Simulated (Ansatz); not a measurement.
Method: PBE (plane waves to 420 eV, PAW; Ansatz, a first-principles code).

Host crystal: monoclinic HfO2, with a band gap (PBE, scalar-relativistic without spin-orbit coupling).

Planar average of the electrostatic potential across the slab, in eV from the highest filled level, for As on a Hf site (surface) in a 2x1 cell of the 1x1 (100) surface of monoclinic HfO2 (cut with top plane 2 O):

| z (Å) | V (eV) |
|---|---|
| 5.34 | 7.22 |
| 5.64 | 7.22 |
| 5.94 | 7.22 |
| 6.23 | 7.22 |
| 6.53 | 7.22 |
| 6.83 | 7.22 |
| 7.13 | 7.22 |
| 7.42 | 7.21 |
| 7.72 | 7.20 |
| 8.02 | 7.15 |
| 8.31 | 7.03 |
| 8.61 | 6.68 |
| 8.91 | 5.65 |
| 9.20 | 2.45 |
| 9.50 | -0.77 |
| 9.80 | -3.00 |
| 10.09 | -4.55 |
| 10.39 | -5.42 |
| 10.69 | -6.22 |
| 10.98 | -7.47 |
| 11.28 | -6.80 |
| 11.58 | -5.70 |
| 11.88 | -5.69 |
| 12.17 | -6.77 |
| 12.47 | -7.67 |
| 12.77 | -6.56 |
| 13.06 | -5.76 |
| 13.36 | -4.57 |
| 13.66 | -3.09 |
| 13.95 | -1.88 |
| 14.25 | -1.95 |
| 14.55 | -1.85 |
| 14.84 | -2.97 |
| 15.14 | -4.46 |
| 15.44 | -5.69 |
| 15.73 | -6.59 |
| 16.03 | -7.33 |
| 16.33 | -6.47 |
| 16.63 | -5.51 |
| 16.92 | -5.44 |
| 17.22 | -5.91 |
| 17.52 | -5.93 |
| 17.81 | -4.89 |
| 18.11 | -4.05 |
| 18.41 | -3.39 |
| 18.70 | -2.81 |
| 19.00 | -1.41 |
| 19.30 | 1.65 |
| 19.59 | 4.84 |
| 19.89 | 6.28 |
| 20.19 | 6.71 |
| 20.48 | 6.87 |
| 20.78 | 6.92 |
| 21.08 | 6.94 |
| 21.38 | 6.95 |
| 21.67 | 6.96 |
| 21.97 | 6.96 |
| 22.27 | 6.96 |
| 22.56 | 6.96 |
| 22.86 | 6.96 |
| 23.16 | 6.96 |
| 23.45 | 6.96 |

Model: 48-atom slab, 9.3 Å thick at the start (thin: gaps and levels are the slab's own), 2x4x1 mesh, Fermi-Dirac 0.01 eV, dipole correction, 4 atoms held, the rest relaxed; no symmetry held; spin-polarised, ending with about 1.0 μB a cell; orders that need a larger cell were not tried, no spin-orbit, no U.

The vacuum level lies 6.96 eV above the highest filled level over the top face and 7.22 eV above it under the bottom face.
